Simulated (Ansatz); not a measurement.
The reference is ZnAu in the CsCl type structure (space group Pm-3m, No. 221; a = 3.129 Å; relaxed with 0.1 eV smearing). Axes: x, y, z lie along the cube axes.

One thing is altered: biaxial strain +0.72 %, plane normal [001], relaxed out of plane (Cartesian); in-plane vectors clamped, the third vector and the atoms free.

Levels (all Ansatz, a quantum-chemistry and plane-wave program, PAW): PBEsol (420 eV, no spin-orbit coupling); PBEsol+SOC (420 eV, spin-orbit coupling included).

The geometry is relaxed with PBEsol.

- PBEsol pressure: -0.1 GPa

With PBEsol+SOC at the same geometry, the pressure shrinks by 0.8 GPa (-0.1 GPa → -0.9 GPa).

Single points use the geometry relaxed with PBEsol. The spin-orbit shifts are approximate. Whether these cells are dynamically stable was not tested.
